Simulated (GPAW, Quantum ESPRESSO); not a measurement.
A Quantum ESPRESSO input for a self-consistent single point of GaSb (F-43m, 2 atoms in the cell) (DFT, PBE, plane waves, PSlibrary PAW (PBE) pseudopotentials):

```fortran
&CONTROL
  calculation = 'scf'
  prefix = 'gasb'
  outdir = './work'
  pseudo_dir = './'
  verbosity = 'high'
  tprnfor = .true.
  tstress = .true.
/
&SYSTEM
  ibrav = 0
  nat = 2
  ntyp = 2
  ecutwfc = 70
  ecutrho = 420
  occupations = 'smearing'
  smearing = 'fd'
  degauss = 0.000734986
/
&ELECTRONS
  conv_thr = 1.0e-11
/
ATOMIC_SPECIES
Ga    69.7230  Ga.pbe-dn-kjpaw_psl.1.0.0.UPF
Sb   121.7600  Sb.pbe-n-kjpaw_psl.1.0.0.UPF
ATOMIC_POSITIONS {angstrom}
Ga    0.00000000    0.00000000    0.00000000
Sb    1.49450000    1.49450000    1.49450000
K_POINTS {automatic}
8 8 8  0 0 0
CELL_PARAMETERS {angstrom}
   0.00000000     2.98900000     2.98900000
   2.98900000     0.00000000     2.98900000
   2.98900000     2.98900000     0.00000000
```

Write the same calculation as an input for GPAW.

One input that does it (others would too):

```python
from ase import Atoms
from ase.units import GPa
from gpaw import GPAW, PW, FermiDirac

atoms = Atoms(['Ga', 'Sb'],
              cell=[[0.000000, 2.989000, 2.989000],
                    [2.989000, 0.000000, 2.989000],
                    [2.989000, 2.989000, 0.000000]],
              positions=[[0.000000, 0.000000, 0.000000],
                         [1.494500, 1.494500, 1.494500]],
              pbc=True)

calc = GPAW(mode=PW(600),
            xc='PBE',
            kpts={'size': (8, 8, 8), 'gamma': True},
            occupations=FermiDirac(0.01),
            nbands=-6,
            convergence={'density': 1e-05, 'bands': -4},
            symmetry={'symmorphic': False, 'tolerance': 0.0005},
            maxiter=100)

atoms.calc = calc

energy = atoms.get_potential_energy()
print('Energy (eV):', round(energy, 6))
forces = atoms.get_forces()
print('Forces (eV/Ang):')
print(forces.round(5))
stress = atoms.get_stress()
print('Stress (GPa, Voigt):', (stress / GPa).round(4))
```

Basis settings and potentials, where a program has them, do not carry over. This input uses DFT PBE, plane waves, GPAW PAW datasets PBE (gpaw-data 1.0.1). Both were run: pressure 6.76 GPa in Quantum ESPRESSO and 6.95 in GPAW; gap on the mesh 0.558 eV in Quantum ESPRESSO and 0.601 in GPAW.

On GPAW: the starting cell has typed, rounded lattice constants, without a prior relaxation at this level. For this run, on top of that: lattice scaled by 0.98. Spin-orbit coupling is off. With a pressure of about 7 GPa the cell is away from its equilibrium volume at this level.

On Quantum ESPRESSO: the starting cell has typed, rounded lattice constants, without a prior relaxation at this level. For this run, on top of that: lattice scaled by 0.98. Spin-orbit coupling is off. With a pressure of about 7 GPa the cell is away from its equilibrium volume at this level.
